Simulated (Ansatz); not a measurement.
An Ansatz (a first-principles code) run: hypothetical rutile SnS2 with a change (Sn → Ge); PBEsol (Ansatz, PAW, without spin-orbit coupling), earlier PAW set.

Input:

Ansatz 0.2 input:
```yaml
crystal:
  lattice:
    - [5.7846963259, 0, 0]
    - [0, 5.7846963259, 0]
    - [0, 0, 3.4944231809]
  atoms:
    - { symbol: Ge, position: [0, 0, 0] }
    - { symbol: Ge, position: [0.5, 0.5, 0.5] }
    - { symbol: S, position: [0.3081761093, 0.3081761093, 0] }
    - { symbol: S, position: [0.8081761093, 0.1918238907, 0.5] }
    - { symbol: S, position: [0.1918238907, 0.8081761093, 0.5] }
    - { symbol: S, position: [0.6918238907, 0.6918238907, 0] }
basis: { ecutwfc: 420, ecutrho_ratio: 4, xc_grid: 2, fft_grid_basis: typed }
kpoints: { mp_grid: { grid: [8, 8, 13] } }
hamiltonian:
  xc: pbesol
  dispersion: none
  pseudopotentials: { azcp: { folder: ./paw }, kind: paw }
scf: { occupations: { method: fermi_dirac, width: 0.05 }, convergence: { dr2_threshold: 0.0000000006 } }
output: { forces: true, stress: true }
checkpoint: { write: state.ck, write_every: 1000 }
```

Output (explanatory and most iteration lines left out):

```
Pseudopotential: Ge, paw, valence charge 14
Pseudopotential: S, paw, valence charge 6
Crystal: 6 atoms, lattice volume = 116.933 Å³
Basis set: ecut = 420 eV, 2279 PW (Γ), exchange–correlation on 80×80×48 points (8 copies of the dense FFT grid, shifted against one another)
Bands: 32, of which v1, the nominal top of the filled ones, is band 26 counted from 1 (25 counted from 0)
Symmetry: 16 space group operations
Space group: P42/mnm (ITA 136), of the structure as read, at distance tolerance 4.9e-5 Å
k-points: 105 of 832
Functional: x = pbesol(κ = 0.804, μ = 0.12345679012345678), c = pbesol(β = 0.046)
SCF iter   1: F=—  HF=-12047.252400 eV  |F-HF|=—  |Δ(HF+E_count)|=         —  Δρ=4.18e-2  dr2=1.05e0  ethr=3.10e-3  ⟨swp⟩=7.4  Hψ=16048  notcnv=0  defer=2
SCF iter   2: F=—  HF=-12047.040837 eV  |F-HF|=—  |Δ(HF+E_count)|=   2.12e-1  Δρ=2.30e-2  dr2=3.45e-1  ethr=2.03e-3  ⟨swp⟩=2.0  Hψ=4376  notcnv=0  defer=8
SCF 1 converged in 11 iterations: F = -12046.951940 eV  dr2 = 9.55e-11
SCF converged after 11 iterations
Free energy (F): -12046.951940 eV
Internal energy: -12046.945744 eV  (E = F + TS)
E sigma→0 (E₀):  -12046.948842 eV
Entropy (-TS):   -0.006196 eV (-1.033 meV/atom)
Fermi energy:    7.288403 eV
--- Forces (eV/Å), atoms counted from 1 ---
  atom   1  Ge     0.00000000    -0.00000000     0.00000000
  atom   2  Ge     0.00000000     0.00000000     0.00000000
  atom   3  S     -0.00001453    -0.00001453     0.00000000
  atom   4  S     -0.00001453     0.00001453     0.00000000
  atom   5  S      0.00001453    -0.00001453     0.00000000
  atom   6  S      0.00001453     0.00001453     0.00000000
--- Stress (GPa, compression-positive) ---
       -0.000429       0.000000       0.000000
        0.000000      -0.000429       0.000000
        0.000000       0.000000       0.000520
  P = ⅓ Tr σ = -0.0001 GPa (-0.001 kbar)
```

No phonon test of stability was made. All final runs are without spin polarisation. The cell was made from SnS2 by this change: Sn → Ge; the result is a hypothetical phase, not in the database extracts checked.
